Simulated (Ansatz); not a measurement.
The parent structure is LiNbO₂ (space group P6_3/mmc, No. 194; a = 2.8921 Å, c = 10.3926 Å).

Level of theory: plane-wave PAW DFT at the PBEsol level (Ansatz, a program for electronic structure, 420 eV), no spin-orbit coupling.

Carriers are added at fixed cell with a uniform background; the Fermi–Dirac width is that of 300 K.

One change was made to it. Results:

The Fermi level relative to the doped band's edge (positive inside the band; to 0.05 eV) amounts to +0.60 eV; the gap between the host's bands hardly moves (1.66 eV against 1.67 eV); the largest internal atomic displacement comes out as 0.018 Å.

What was done to the base?
A) electrons 7.0×10^21 cm⁻³
B) holes 1.0×10^22 cm⁻³
C) holes 3.0×10^21 cm⁻³
D) electrons 3.0×10^21 cm⁻³
E) electrons 1.0×10^22 cm⁻³

C, holes 3.0×10^21 cm⁻³. For comparison, the Fermi level from band edge in the other runs: holes 1.0×10^22 cm⁻³ gives +1.15 eV; electrons 7.0×10^21 cm⁻³ gives +0.20 eV; electrons 3.0×10^21 cm⁻³ gives +0.10 eV; electrons 1.0×10^22 cm⁻³ gives +0.30 eV.

Carriers are added with a uniform compensating background; total energy and stress of such cells depend on the potential's zero and are not compared; many-body gap narrowing is missing at this level. Whether these cells are dynamically stable was not tested.
